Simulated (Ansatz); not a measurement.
Given:

```xyz
6
Lattice="3.4547 0.0000 0.0000 -1.7273 2.9918 0.0000 0.0000 0.0000 13.5316" Properties=species:S:1:pos:R:3 pbc="T T T"
Te     1.7273     0.9973     5.2104
Te     0.0000     1.9946    11.9762
Te     0.0000     1.9946     8.3212
Te     1.7273     0.9973     1.5554
Mo     1.7273     0.9973    10.1487
Mo     0.0000     1.9946     3.3829
```

No spin polarisation.

All numbers come from PBE-D3(BJ) (Ansatz, a program for electronic structure; PAW; 420 eV plane waves; spin-orbit coupling left out). Settings: 11×11×3 k-points, 0.05 eV Fermi–Dirac smearing.

Predict the smallest direct gap, band gap, gap character and space group.

Smallest direct gap: 0.87 eV
Band gap: 0.49 eV
Gap character: indirect, K–Γ (81 % along) → K–Γ (44 % along)
Space group: P6_3/mmc (No. 194)

With Te present, leaving out spin-orbit coupling can change the band edges. The cells carry an imposed strain or load. No phonon test of stability was made. The cell was made from MoTe2 (space group P6_3/mmc, No. 194; layered, stacked along the Cartesian z axis) by this change: isotropic strain −1.20 %.
